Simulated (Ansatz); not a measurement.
The starting structures come from a database of crystals and need not be the phases stable at ambient conditions.

 Where the default PAW files enter, the runs use the earlier of Ansatz's two default sets.

By PBEsol, the system below comes out a metal.

A figure of merit of an interconnect metal is its ballistic conductance per area.

Data:

```yaml
crystal:
  lattice:
    - [4.43354, 0.00000, 0.00000]
    - [-2.21677, 3.83956, 0.00000]
    - [2.21677, 1.27985, 3.61997]
  atoms:
    - { symbol: In, position: [0.00000, 0.00000, 0.00000] }
    - { symbol: Sb, position: [0.00000, 0.50000, 0.50000] }
```

Space group of this cell: Fm-3m, rock salt. The cell is strained (all lengths scaled by 1.02); by PBEsol its mean pressure is -4.9 GPa.

The current flows along the normal of the first two printed cell vectors, the (111) plane of the conventional cell. No spin-orbit coupling; the value is a mean over 0.1 eV about the Fermi level.

Q: State the ballistic conductance per area according to Ansatz (a first-principles code) with PBEsol.

A: 0.89 × 10¹⁵ S/m² for both spins.
